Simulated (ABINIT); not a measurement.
ABINIT run on LaMg (P1, 4 atoms in the cell): self-consistent single point.

Method of the run: LDA (PW92), PAW (JTH v2.0 LDA PAW) (plane waves; ABINIT).

The change in words: atoms moved at random. Reference geometry:
```
CELL_PARAMETERS angstrom
      5.61547     0.00000     0.00000
      0.00000     3.80146     0.00000
      0.00000     0.00000     5.78901
ATOMIC_POSITIONS crystal
  La 0.75000 0.00000 0.79310
  La 0.25000 0.00000 0.20690
  Mg 0.25000 0.50000 0.69324
  Mg 0.75000 0.50000 0.30676
```

Reference input (self-consistent single point, DFT, LDA (PW92), plane waves, PAW (JTH v2.0 LDA PAW)): pseudos = [La.LDA_PW-JTH.xml, Mg.LDA_PW-JTH.xml]; ecut = 707 eV; pawecutdg = 1415 eV; occopt = 7; tsmear = 0.05 eV; ngkpt = 5 8 5; nshiftk = 1; shiftk = 0 0 0; potentials = JTH v2.0 LDA PAW; nband = 28; kptopt = 1; nstep = 50. This run's input differs from it in these lines:

```diff
@@ -13,6 +13,6 @@
 xcart
-         7.9587752708    0.0000000000    8.6762312065
-         2.6529250903    0.0000000000    2.2634122262
-         2.6529250903    3.5918591369    7.5837984133
-         7.9587752708    3.5918591369    3.3558450194
+         7.8489017253    0.0575631345    8.6229004448
+         2.7440159262    7.0514013668    2.2781369863
+         2.7179111433    3.5458043190    7.6024067468
+         7.9125719274    3.7126677271    3.3758536273
 ecut 707 eV
```

Output (repeated stretches shortened):

```
--- !BeginCycle
solver: {iscf: 17, nstep: 50, nline: 4, wfoptalg: 10, }
tolerances: {toldfe: 1.00E-09, }
...

     iter   Etot(hartree)      deltaE(h)  residm     nres2
 ETOT  1  -189.05040718937    -1.891E+02 1.783E+00 8.600E+01
 ETOT  2  -191.80733258184    -2.757E+00 2.618E-01 6.651E+01
 ETOT  3  -191.50973248580     2.976E-01 4.252E-02 2.397E+01
 ETOT  4  -191.39293418964     1.168E-01 1.756E-02 5.835E+00
 ETOT  5  -191.36300611192     2.993E-02 8.057E-03 1.339E+00
   [... 7 lines left out ...]
 ETOT 13  -191.35473794657     2.741E-09 2.318E-04 1.151E-06
 ETOT 14  -191.35473794416     2.412E-09 2.021E-04 4.059E-07
 ETOT 15  -191.35473794321     9.513E-10 2.010E-04 1.066E-08
 ETOT 16  -191.35473794320     1.017E-11 1.893E-04 3.292E-10
 At SCF step   16, etot is converged :
  for the second time, diff in etot=  1.017E-11 < toldfe=  1.000E-09

 Cartesian components of stress tensor (hartree/bohr^3)
  sigma(1 1)=  8.28378224E-05  sigma(3 2)=  1.44412822E-06
  sigma(2 2)=  9.29500430E-05  sigma(3 1)= -8.96690131E-06
  sigma(3 3)=  9.14810121E-05  sigma(2 1)=  4.23658152E-06

 ----iterations are completed or convergence reached----

 reduced coordinates (array xred) for    4 atoms
       0.739646000001      0.008012999996      0.788225000005
       0.258584000002      0.981580999998      0.208246000001
       0.256124000001      0.493589000000      0.694941000003
       0.745645999995      0.516817000006      0.308589000004
 cartesian forces (eV/Angstrom) at end:
    1      0.29586667588154    -0.02143989425350     0.04351535214257
   [... lines left out ...]
 Fermi (or HOMO) energy (hartree) =   0.14057   Average Vxc (hartree)=  -0.34544
 Fermi (or HOMO) energy (eV) =   3.82515   Average Vxc (eV)=  -9.39998
   [... lines left out ...]
'-kT*entropy'       : -2.09522265216754E-04
total_energy        : -1.91354745944853E+02
total_energy_eV     : -5.20702744533818E+03
...

-Cartesian components of stress tensor (GPa)         [Pressure= -2.6211E+00 GPa]
- sigma(1 1)=  2.43717247E+00  sigma(3 2)=  4.24877120E-02
- sigma(2 2)=  2.73468422E+00  sigma(3 1)= -2.63815300E-01
- sigma(3 3)=  2.69146384E+00  sigma(2 1)=  1.24644511E-01

 Calculation completed.
```

The run converged in 16 iterations. 

The starting cell comes from a database of computed structures (which also holds hypothetical and non-ambient phases and stackings), without a prior relaxation at this level. For this run, on top of that: atoms moved at random.

These are the values that this program gave, and no reference: the one-centre exchange-correlation terms come from a truncated expansion.

Cost on one core of a shared machine: roughly 9 min.
